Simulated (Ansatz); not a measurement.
## Effect of isotropic strain −3.00 % on MgSe

The parent structure is MgSe in the rock salt structure (space group Fm-3m, No. 225; a = 5.3913 Å).

The change: every lattice vector is shortened by 3.00 %, atoms relaxed at fixed cell.

Method: LDA in Ansatz (plane waves to 420 eV, PAW, no spin-orbit coupling). k-mesh 11×11×11 (Γ-centred); smearing 0.05 eV (Fermi–Dirac).

The volume per atom drops by 1.71 Å³, from 19.59 Å³ to 17.88 Å³ and the space group is still Fm-3m (No. 225). The shortest interatomic distance shrinks by 0.081 Å, from 2.696 Å to 2.615 Å and the energy increases by 38 meV/atom. The band gap rises by 0.147 eV (1.72 eV → 1.86 eV) and the gap character is still indirect, Γ → X. The mean gap deformation potential ΔEg/Δln V is -1.6 eV and the width of the top valence band rises by 0.30 eV to 2.98 eV. The electron mass goes from 0.49 mₑ along k, 0.23 mₑ across (at X) to 0.50 mₑ along k, 0.23 mₑ across (at X) and the hole mass (degenerate bands, along [100]) goes from 0.16, 0.75, 0.75 mₑ (at Γ) to 0.18, 0.68, 0.68 mₑ (at Γ). The valley order (the lowest conduction-band minima on the path, energy above the VBM, named in the base's zone) becomes X along ⟨100⟩ 1.86 eV; Γ 3.28 eV (base: X along ⟨100⟩ 1.72 eV; Γ 2.60 eV).

Effective masses come from finite differences of ±0.01 Å⁻¹. Along k means along the line from Γ to the band edge. No phonon test of stability was made.

Ansatz is a quantum-chemistry and plane-wave program.
